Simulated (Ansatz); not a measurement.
Carrier properties of CaF2 (Pmc2_1)

Data:

```xyz
6
Lattice="3.4696 0.0000 0.0000 0.0000 4.1056 0.0000 0.0000 0.0000 5.8758" Properties=species:S:1:pos:R:3 pbc="T T T"
Ca     0.0000     0.5917     4.1256
Ca     0.0000     3.5139     1.1877
F      1.7348     0.3636     5.7554
F      1.7348     3.7420     2.8175
F      0.0000     2.5967     5.0024
F      0.0000     1.5090     2.0645
```

The numbers are results of PBEsol, rigid bands (plane waves, PAW, scalar-relativistic; Ansatz, a quantum-chemistry and plane-wave program), not measurements. Cell: cell and atoms relaxed with PBEsol.

```json
{
 "band_gap": "6.32 eV",
 "electron conductivity mass (300 K, dilute)": "0.58 (x), 1.24 (y), 0.75 (z) mₑ",
 "hole conductivity mass (300 K, dilute)": "3.7 (x), 3.3 (y), 9.3 (z) mₑ",
 "effective density of states N_c (300 K)": "1.7e19 cm⁻³",
 "effective density of states N_v (300 K)": "2.6e20 cm⁻³",
 "density_of_states_mass_electrons": "0.78 mₑ",
 "density_of_states_mass_holes": "4.7 mₑ",
 "Seebeck coefficient, n-type 1e19 cm⁻³, 300 K": "-268 μV/K",
 "best n-type power factor at 300 K for τ = 10 fs (best axis; densities from 1e16 to 1e21 cm⁻³ tried, whether or not they can be reached)": "5.2 μW/(cm·K²) at 1e20 cm⁻³",
 "Seebeck coefficient, p-type 1e19 cm⁻³, 300 K": "494 μV/K"
}
```

Rigid bands; masses and Seebeck coefficients take one relaxation time τ for all states and one kind of carrier; polarons and phonon drag are left out. Spin-orbit coupling is left out; where it splits the top of the valence band, N_v and the p-type Seebeck coefficient come out somewhat high without it.

Computed structure with no diffraction record at hand here (it may be known, metastable or hypothetical): CaF2 (Pmc2_1).
